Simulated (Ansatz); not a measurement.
An Ansatz (a program for electronic structure) run: ZrTiO4; DFT with PBEsol, PAW potentials and a 420 eV plane-wave cutoff in Ansatz, without spin-orbit coupling.

Input:

Ansatz 0.2 input:
```yaml
crystal:
  lattice:
    - [4.7252370829, 0, 0]
    - [0, 5.0757388727, 0]
    - [0, 0, 5.6277072028]
  atoms:
    - { symbol: Zr, position: [0, 0.5, 0.4222800586] }
    - { symbol: Zr, position: [0.5, 0, 0.5777199414] }
    - { symbol: Ti, position: [0, 0, 0.0696554692] }
    - { symbol: Ti, position: [0.5, 0.5, 0.9303445308] }
    - { symbol: O, position: [0.7369493949, 0.1771118962, 0.8751779178] }
    - { symbol: O, position: [0.2630506051, 0.8228881038, 0.8751779178] }
    - { symbol: O, position: [0.2369493949, 0.3228881038, 0.1248220822] }
    - { symbol: O, position: [0.7630506051, 0.6771118962, 0.1248220822] }
    - { symbol: O, position: [0.2827105656, 0.3396220523, 0.6494515399] }
    - { symbol: O, position: [0.7172894344, 0.6603779477, 0.6494515399] }
    - { symbol: O, position: [0.7827105656, 0.1603779477, 0.3505484601] }
    - { symbol: O, position: [0.2172894344, 0.8396220523, 0.3505484601] }
basis: { ecutwfc: 420, ecutrho_ratio: 4, xc_grid: 2, fft_grid_basis: typed }
kpoints: { mp_grid: { grid: [6, 5, 5] } }
hamiltonian:
  xc: pbesol
  dispersion: none
  pseudopotentials: { kind: paw }
scf: { occupations: { method: fermi_dirac, width: 0.05 }, convergence: { dr2_threshold: 0.0000000012 } }
output: { forces: true, stress: true }
```

Output:

```
WARN ansatz: RAYON_NUM_THREADS=4 ignored (pool sized by the plan → 4); use --threads N
Pseudopotentials: kind: paw
Pseudopotential: Zr, paw, valence charge 12
Pseudopotential: Ti, paw, valence charge 12
Pseudopotential: O, paw, valence charge 6
Functional definition: PBEsol
Crystal: 12 atoms, lattice volume = 134.975 Å³
Basis set: ecut = 420 eV, 2649 PW (Γ), exchange–correlation on 64×72×80 points (8 copies of the dense FFT grid, shifted against one another)
Bands: 60, of which v1, the nominal top of the filled ones, is band 48 counted from 1 (47 counted from 0)
Symmetry: 4 space group operations
Space group: P21212 (ITA 18), of the structure as read, at distance tolerance 5.1e-5 Å
k-points: 36 of 150 (time reversal used)
PAW frozen core: Zr, regenerated for the run's functional, and the local potential with it
PAW frozen core: Ti, regenerated for the run's functional, and the local potential with it
PAW frozen core: O, regenerated for the run's functional, and the local potential with it
Initial density: superposition of atomic densities (neutral atoms: chi_scale 0, normalization atom), corrected by the library's trained network
Initial wavefunctions: pseudopotential atomic-orbital guess
Eigensolver: davidson
Functional: x = pbesol(κ = 0.804, μ = 0.12345679012345678), c = pbesol(β = 0.046)
SCF iter   1: F=—  HF=-17710.604926 eV  |F-HF|=—  |Δ(HF+E_count)|=         —  Δρ=1.88e-2  dr2=3.93e-1  ethr=1.77e-3  ⟨swp⟩=5.1  Hψ=8165  notcnv=0  defer=31
all-band conjugate gradients solve this SCF's bands
preconditioner: auto → Resta (q_TF=auto, 2.578 Å⁻¹)
SCF iter   2: F=—  HF=-17710.534672 eV  |F-HF|=—  |Δ(HF+E_count)|=   7.03e-2  Δρ=8.27e-3  dr2=8.53e-2  ethr=4.09e-4  ⟨swp⟩=2.0  Hψ=3679  notcnv=0  defer=207
SCF iter   3: F=—  HF=-17710.519489 eV  |F-HF|=—  |Δ(HF+E_count)|=   1.52e-2  Δρ=2.38e-3  dr2=5.61e-3  ethr=8.88e-5  ⟨swp⟩=2.0  Hψ=3037  notcnv=0  defer=207
SCF iter   4: F=—  HF=-17710.518901 eV  |F-HF|=—  |Δ(HF+E_count)|=   5.88e-4  Δρ=1.00e-3  dr2=1.05e-3  ethr=5.85e-6  ⟨swp⟩=2.4  Hψ=3316  notcnv=0  defer=207
SCF iter   5: F=—  HF=-17710.518908 eV  |F-HF|=—  |Δ(HF+E_count)|=   7.39e-6  Δρ=3.61e-4  dr2=1.38e-4  ethr=1.10e-6  ⟨swp⟩=2.0  Hψ=2812  notcnv=0  defer=207
SCF iter   6: F=—  HF=-17710.518938 eV  |F-HF|=—  |Δ(HF+E_count)|=   3.01e-5  Δρ=1.04e-4  dr2=1.25e-5  ethr=1.44e-7  ⟨swp⟩=2.0  Hψ=2818  notcnv=0  defer=207
SCF iter   7: F=—  HF=-17710.518847 eV  |F-HF|=—  |Δ(HF+E_count)|=   9.09e-5  Δρ=2.52e-5  dr2=8.75e-7  ethr=1.30e-8  ⟨swp⟩=2.0  Hψ=2913  notcnv=0  defer=207
SCF iter   8: F=—  HF=-17710.518844 eV  |F-HF|=—  |Δ(HF+E_count)|=   3.29e-6  Δρ=1.03e-5  dr2=1.91e-7  ethr=9.11e-10  ⟨swp⟩=2.0  Hψ=3643  notcnv=0  defer=207
SCF iter   9: F=—  HF=-17710.518844 eV  |F-HF|=—  |Δ(HF+E_count)|=   5.79e-9  Δρ=2.41e-6  dr2=8.85e-9  ethr=1.99e-10  ⟨swp⟩=2.0  Hψ=2475  notcnv=0  defer=207
SCF iter  10: F=-17710.518844 eV  HF=-17710.518844 eV  |F-HF|=1.49e-10  |Δ(HF+E_count)|=   1.27e-9  Δρ=5.43e-7  dr2=3.51e-10  ethr=1.25e-12  ⟨swp⟩=4.0  Hψ=7218  notcnv=0
SCF 1 converged in 10 iterations: F = -17710.518844 eV  dr2 = 3.51e-10
SCF converged after 10 iterations
Free energy (F): -17710.518844 eV
Harris-Foulkes:  -17710.518844 eV  (|F-HF|=1.49e-10)
Internal energy: -17710.518844 eV  (E = F + TS)
E sigma→0 (E₀):  -17710.518844 eV
Fermi energy:    10.504660 eV
--- Per-component energies (eV) ---
  E_band       = -597.285293
  E_kinetic    = 2615.675806
  E_local      = -5690.150186  (includes V_loc(G=0)·N_el)
  E_nonlocal   = 547.913182
  E_hartree    = 2042.808817
  E_xc         = -1102.990948
  E_vxc        = -1379.276510  (∫ρ·V_xc dr)
  E_paw        = -9055.711162  (= ΣΔE_a)
  E_vpaw       = -777.084737  (= ΣTr[D̂ρ^β])
  E_aug_tail   = 0.019994  (compensation charges beyond the density's cutoff)
  E_ewald      = -7068.976860
  E_core_change = 0.892513  (= ΣΔE_core)
  E_smearing   = -0.000000  (= −TS)
  E_closure    = 0.000000  (closes the sum)
  Σ components = -17710.518844   (vs F -17710.518844, Δ=0.00e0)
  [band-id]    e_kinetic+e_local+e_nonlocal+2·e_hartree+e_vxc+e_vpaw+e_augmentation_tail = -597.284816   (vs E_band -597.285293, Δ=4.76e-4)
--- Forces (eV/Å), atoms counted from 1 ---
  atom   1  Zr     0.00000000     0.00000000    -0.00049246
  atom   2  Zr     0.00000000     0.00000000     0.00049246
  atom   3  Ti     0.00000000     0.00000000    -0.00040792
  atom   4  Ti     0.00000000     0.00000000     0.00040792
  atom   5  O     -0.00018703     0.00011511    -0.00060532
  atom   6  O      0.00018703    -0.00011511    -0.00060532
  atom   7  O     -0.00018703    -0.00011511     0.00060532
  atom   8  O      0.00018703     0.00011511     0.00060532
  atom   9  O      0.00016700    -0.00043317     0.00026333
  atom  10  O     -0.00016700     0.00043317     0.00026333
  atom  11  O      0.00016700     0.00043317    -0.00026333
  atom  12  O     -0.00016700    -0.00043317    -0.00026333
  max |Σ_I F_I| component: 3.47e-18 eV/Å
--- Stress (GPa, compression-positive) ---
        0.001920       0.000000       0.000000
        0.000000      -0.002881       0.000000
        0.000000       0.000000      -0.002315
  P = ⅓ Tr σ = -0.0011 GPa (-0.011 kbar)
  The stress holds the Pulay correction. Without it, at fixed plane waves, as pw.x and ABINIT print it: P = -0.7605 GPa
  The stress includes an estimate of the error left by incomplete SCF convergence (largest component -0.0001 GPa).
--- Band table ---
  band table: none
```

Whether these cells are dynamically stable was not tested. All final runs are without spin polarisation. The cell is ZrTiO4 (space group P2_12_12, No. 18; a cell from a computed database, its experimental status unchecked).
